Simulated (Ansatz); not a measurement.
Effect of tensor shear ε_xz = +1.43 % on Ru

Start from Ru in the hcp (Mg type) structure (space group P6_3/mmc, No. 194; a = 2.704 Å, c = 4.263 Å; relaxed with 0.1 eV smearing). Axes: x lies along a and z along c of the hexagonal cell.

Now apply this change: a pure shear with ε_xz = ε_zx = 0.0143, atoms relaxed at fixed cell.

Computed with Ansatz (a first-principles code) r2SCAN, no spin-orbit coupling. k-mesh 24×24×14 (Γ-centred); smearing 0.1 eV (Fermi–Dirac).

The volume per atom remains 13.50 Å³ and the shortest interatomic distance drops by 0.030 Å to 2.612 Å. The energy goes up by 6.8 meV/atom and the pressure (mean of the normal stresses, compression positive) goes from zero to 0.3 GPa. The band gap stays zero and the stress (xx, yy, zz, yz, xz, xy; compression positive) is (0.2, 0.1, 0.5, 0.0, -5.6, 0.0) GPa.

The cells carry an imposed strain or load. No phonon test of stability was made. All final runs are without spin polarisation.
